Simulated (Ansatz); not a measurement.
Functionals compared on the (100) surface of rutile TiO2 in its 1x1 cell (cut with top plane Ti, bottom plane Ti), relaxed from an ideal cut (the real face may reconstruct), outermost plane spacing 0.90 Å in the ideal cut (one of several cuts of this face), with 1 Ti a cell over the bulk's ratio (in the relaxation 2 O–Ti bonds formed; 2 O–Ti bonds broke; O ended outermost), in Ansatz (plane waves, PAW). The structure was relaxed with PBE; the other rows are single points on it, each with its references at the same level. Cutoff 420 eV (500 eV for r2SCAN).

Slab: 16 atoms, O10Ti6, 11.6 Å thick at the start; k 9x6x1, smearing 0.025 eV, dipole-corrected; all atoms relaxed; held to the start's symmetry, so lower structures may exist; no spin (no spin-polarised run to compare, though such a face may carry moments), no spin-orbit, no U. The slab shows no gap on its mesh. These notes are the PBE run's.

```
functional  work function of the top face (eV)  ionisation potential (eV)  rough cost of the single point
----------  ----------------------------------  -------------------------  ------------------------------
PBE                                       4.77                       7.40                               –
LDA                                       5.18                       7.72  around 60 core-seconds (rough)
PBEsol                                    4.84                       7.42         roughly 60 core-seconds
RPBE                                      4.60                       7.27         roughly 60 core-seconds
r2SCAN                                    4.79                       7.79        roughly 2.2 core-minutes
```

Ansatz is an electronic-structure program.
